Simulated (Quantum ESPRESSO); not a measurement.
## Quick settings and what they miss: FeP2W (Pmc2_1, 8 atoms in the cell)

Self-consistent single point.

```xyz
8
Lattice="3.2263 0.0000 0.0000 0.0000 5.9303 0.0000 0.0000 0.0000 5.3554" Properties=species:S:1:pos:R:3 pbc="T T T"
Fe     1.6131     5.5936     2.6577
Fe     1.6131     0.3367     5.3353
P      1.6131     1.7324     1.7111
P      1.6131     4.1979     4.3888
P      0.0000     0.9039     3.6756
P      0.0000     5.0264     0.9979
W      0.0000     3.2554     2.6664
W      0.0000     2.6749     5.3441
```

Level of theory: PBEsol, GBRV 1.5 ultrasoft (PBESOL) pseudopotentials (plane waves; Quantum ESPRESSO).

Base settings: ecutwfc = 50 Ry; ecutrho = 400 Ry; occupations = smearing; smearing = marzari-vanderbilt; degauss = 0.0073499 Ry; potentials = {Fe: fe_pbesol_v1.5.uspp.F.UPF, P: p_pbesol_v1.5.uspp.F.UPF, W: w_pbesol_v1.2.uspp.F.UPF}; K_POINTS = automatic 7 4 5 0 0 0; conv_thr = 1e-10 Ry; mixing_beta = 0.3.

Tight run (finer mesh or higher cutoff; not a proven limit): ecutwfc: 50 Ry → 70 Ry; ecutrho: 400 Ry → 560 Ry; conv_thr: 1e-10 Ry → 7.3e-11 Ry; K_POINTS: automatic 7 4 5 0 0 0 → automatic 10 6 7 0 0 0. It gave Fermi level (on the code's own zero) 17.42 eV; pressure -0.97 GPa; largest force (vector length) 0.186 eV/Å.

Quick runs, as changes from the base:
- A: the base itself
- B: ecutwfc: 50 Ry → 40 Ry; ecutrho: 400 Ry → 320 Ry; conv_thr: 1e-10 Ry → 7.3e-05 Ry; pseudopotentials: {Fe: fe_pbesol_v1.5.uspp.F.UPF, P: p_pbesol_v1.5.uspp.F.UPF, W: w_pbesol_v1.2.uspp.F.UPF} → {Fe: fe_lda_v1.5.uspp.F.UPF, P: p_lda_v1.5.uspp.F.UPF, W: w_lda_v1.2.uspp.F.UPF}; K_POINTS: automatic 7 4 5 0 0 0 → automatic 6 6 6 1 1 1 [LDA (PZ)]
- C: ecutwfc: 50 Ry → 40 Ry; ecutrho: 400 Ry → 320 Ry; smearing: marzari-vanderbilt → gaussian; degauss: 0.0073499 Ry → 0.0099958 Ry; K_POINTS: automatic 7 4 5 0 0 0 → automatic 2 2 2 1 1 1
- D: ecutwfc: 50 Ry → 35 Ry; ecutrho: 400 Ry → 280 Ry; smearing: marzari-vanderbilt → gaussian; degauss: 0.0073499 Ry → 0.036749 Ry; conv_thr: 1e-10 Ry → 7.3e-06 Ry; pseudopotentials: {Fe: fe_pbesol_v1.5.uspp.F.UPF, P: p_pbesol_v1.5.uspp.F.UPF, W: w_pbesol_v1.2.uspp.F.UPF} → {Fe: fe_lda_v1.5.uspp.F.UPF, P: p_lda_v1.5.uspp.F.UPF, W: w_lda_v1.2.uspp.F.UPF}; K_POINTS: automatic 7 4 5 0 0 0 → automatic 4 4 4 0 0 0 [LDA (PZ)]
- E: ecutwfc: 50 Ry → 30 Ry; ecutrho: 400 Ry → 240 Ry; degauss: 0.0073499 Ry → 0.0147 Ry; pseudopotentials: {Fe: fe_pbesol_v1.5.uspp.F.UPF, P: p_pbesol_v1.5.uspp.F.UPF, W: w_pbesol_v1.2.uspp.F.UPF} → {Fe: fe_lda_v1.5.uspp.F.UPF, P: p_lda_v1.5.uspp.F.UPF, W: w_lda_v1.2.uspp.F.UPF}; K_POINTS: automatic 7 4 5 0 0 0 → automatic 3 3 3 1 1 1 [LDA (PZ)]

Energies are extrapolated to zero smearing width, which holds to low order in the width alone (under cold and Methfessel-Paxton smearing the free energy itself is taken).

Dashes: energy of B, D, E, another energy zero; pressure of B, D, not trusted under this conv_thr with d or f elements.

† marks runs with another functional, U, potentials or spin treatment: their distance from the tight run is not a convergence error alone.

The count of work is k-points × plane waves × bands × iterations; it is no time. Core times come from one kind of shared machine and are given to one figure; runs under 30 s give none.

The starting cell comes from a database of computed structures (which also holds hypothetical and non-ambient phases and stackings), without a prior relaxation at this level. Its lattice was rescaled by a random factor within 2.5 % of one. Spin polarisation is off, so a magnetic state, if there is one, cannot be reached.

```tsv
run	energy less tight (meV/atom)	pressure less tight (GPa)	largest miss in a force vector (eV/Å)	count of work / tight	core time / tight (rough)
A	3.2	-0.09	0.061	0.23	0.3
B†	–	–	0.097	0.083	0.1
C	19.0	-0.56	0.313	0.0047	0.08
D†	–	–	0.217	0.068	0.1
E†	–	-12.13	0.179	0.025	0.06
```

Among the runs at the tight run's level, the energy misses run from 3.2 to 19.0 meV/atom.

Left out of this page: 1 run of the series outside the window shown, repeating another row's setting, or not comparable.
